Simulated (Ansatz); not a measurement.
SiGe (P6₃mc, No. 186, 4 atoms in the cell; start mp-978534), treated with LDA (PAW; Ansatz, a quantum-chemistry and plane-wave program).

Numerical settings: plane-wave cutoff 520 eV, 12×12×6 k mesh (along the axes of the cell as run), Fermi–Dirac smearing 0.01 eV, scalar-relativistic PAW data made under PBE.

Cell (relaxed at this level):

```xyz
4
Lattice="3.8699 0.0000 0.0000 -1.9349 3.3514 0.0000 0.0000 0.0000 6.3961" Properties=species:S:1:pos:R:3 pbc="T T T"
Si     1.9349     1.1171     5.5933
Si     0.0000     2.2343     2.3953
Ge     1.9349     1.1171     3.2013
Ge     0.0000     2.2343     0.0032
```

Problem. Predict the band gap and smallest direct gap on the k points sampled.

Solution. 
band gap: 0.32 eV (indirect)
smallest direct gap on the k points sampled: 0.43 eV

Spin–orbit coupling is not included.

Computed values are for the static lattice.

Cost on a shared machine: roughly 15 core-seconds.

A start named mp-… is a Materials Project structure, which need not be a measured phase.
